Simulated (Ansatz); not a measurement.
An Ansatz (a quantum-chemistry and plane-wave program) run: InSb with a change (biaxial strain −0.27 %, plane normal [001], relaxed out of plane); r2SCAN in Ansatz (plane waves to 500 eV, PAW, no spin-orbit coupling).

Input:

Ansatz 0.2 input:
```yaml
crystal:
  lattice:
    - [4.6232237262, 0, 0]
    - [0, 4.6232237262, 0]
    - [2.3116118631, -2.3116118631, 3.2823885993]
  atoms:
    - { symbol: Sb, position: [0.25, 0.25, 0.5] }
    - { symbol: In, position: [0, 0, 0] }
basis: { ecutwfc: 500, ecutrho_ratio: 4, xc_grid: 4, fft_grid_basis: typed }
kpoints: { mp_grid: { grid: [12, 12, 12] } }
hamiltonian:
  xc: r2scan
  dispersion: none
  pseudopotentials: { kind: paw }
scf: { occupations: { method: fermi_dirac, width: 0.05 } }
relax: { f_tol: 0.005, max_steps: 50, cell: { stress_tol: 0.01, fix: [a, b, gamma] } }
output: { forces: true, stress: true }
checkpoint: { write: state.ck, write_every: 1000 }
```

Output (explanatory and most iteration lines left out):

```
Relaxation: its limit of steps is 50 (relax.max_steps)
Pseudopotential: Sb, paw, valence charge 15
Pseudopotential: In, paw, valence charge 13
Crystal: 2 atoms, lattice volume = 70.158 Å³
Basis set: ecut = 500 eV, 1807 PW (Γ), exchange–correlation on 144×144×144 points (64 copies of the dense FFT grid, shifted against one another)
Bands: 18, of which v1, the nominal top of the filled ones, is band 14 counted from 1 (13 counted from 0)
Symmetry: 8 space group operations
Space group: I-4m2 (ITA 119), of the structure as read, at distance tolerance 4.1e-5 Å
k-points: 163 of 1728 (time reversal used)
Functional: x = r2scan, c = r2scan; τ floored in thin density (d = 2e-4 eV/Å³)
SCF iter   1: F=—  HF=-12111.435793 eV  |F-HF|=—  |Δ(HF+E_count)|=         —  Δρ=5.95e-3  dr2=1.52e-2  dr2_τ=6.26e-3  ethr=1.77e-3  ⟨swp⟩=6.1  Hψ=16469  notcnv=0
SCF iter   2: F=—  HF=-12111.441475 eV  |F-HF|=—  |Δ(HF+E_count)|=   5.68e-3  Δρ=1.82e-3  dr2=1.61e-3  dr2_τ=6.27e-5  ethr=5.43e-5  ⟨swp⟩=2.0  Hψ=6367  notcnv=0
SCF 1 converged in 6 iterations: F = -12111.441869 eV  dr2 = 5.85e-9
relax step   1: F+E_penalty+E_count = -12111.44186878 eV  Δ(F+E_penalty+E_count) = +0.000e0 eV  max|allowed force component| = 2.776e-17 eV/Å  Δτ_max = 0.0000 Å  P = +0.184 GPa  Ω = 70.158 Å³  fix = [a, b, gamma]  reactions: a +0.225, b +0.225 GPa  (6 SCF iters, dr2 threshold 1.00e-7 eV, accepted)
[... steps on the carried basis left out ...]
relax step   3: F+E_penalty+E_count = -12111.44189807 eV  Δ(F+E_penalty+E_count) = -1.542e-6 eV  max|allowed force component| = 1.527e-16 eV/Å  Δτ_max = 0.0000 Å  P = +0.114 GPa  Ω = 70.269 Å³  energy of the carried Pulay correction = -6.076e-6 eV  fix = [a, b, gamma]  reactions: a +0.171, b +0.171 GPa  (5 SCF iters, dr2 threshold 5.07e-10 eV, accepted)
Crystal: 2 atoms, lattice volume = 70.269 Å³
SCF iter   1: F=—  HF=-12111.441904 eV  |F-HF|=—  |Δ(HF+E_count)|=         —  Δρ=2.18e-6  dr2=2.41e-9  dr2_τ=1.16e-9  ethr=3.22e-7  ⟨swp⟩=3.0  Hψ=23674  notcnv=0
SCF iter   2: F=—  HF=-12111.441905 eV  |F-HF|=—  |Δ(HF+E_count)|=   6.83e-7  Δρ=1.35e-6  dr2=2.36e-9  dr2_τ=1.11e-10  ethr=8.60e-12  ⟨swp⟩=3.8  Hψ=7821  notcnv=0
SCF 4 converged in 7 iterations: F = -12111.441905 eV  dr2 = 3.18e-13
SCF converged after 7 iterations
Free energy (F): -12111.441905 eV
Internal energy: -12111.441674 eV  (E = F + TS)
E sigma→0 (E₀):  -12111.441789 eV
Entropy (-TS):   -0.000230 eV (-0.115 meV/atom)
Fermi energy:    6.882459 eV
--- Forces (eV/Å), atoms counted from 1 ---
  atom   1  Sb     0.00000000     0.00000000    -0.00000000
  atom   2  In    -0.00000000     0.00000000    -0.00000000
--- Stress (GPa, compression-positive) ---
        0.171589       0.000000      -0.000000
        0.000000       0.171589       0.000000
       -0.000000       0.000000       0.000239
  P = ⅓ Tr σ = 0.1145 GPa (1.145 kbar)
--- Relaxed structure (3 steps of the walk, 3 accepted, 1 SCFs on fresh bases) ---
  cell:  # Å, volume = 70.2693 Å³
    - [4.6232237262, 0.0, 7.771913493531681e-33]
    - [0.0, 4.6232237262, 0.0]
    - [2.3116118631, -2.3116118631, 3.287577278215182]
  atoms:
    - { symbol: Sb, position: [0.24999999999999994, 0.25000000000000006, 0.5000000000000001] }
    - { symbol: In, position: [-8.331545512162483e-34, -2.635549485807631e-82, -5.271098971615262e-82] }
```

With Sb present, leaving out spin-orbit coupling can change the band edges. No phonon test of stability was made. All final runs are without spin polarisation. The cell was made from InSb in the zinc blende structure (space group F-43m, No. 216) by this change: biaxial strain −0.27 %, plane normal [001], relaxed out of plane.
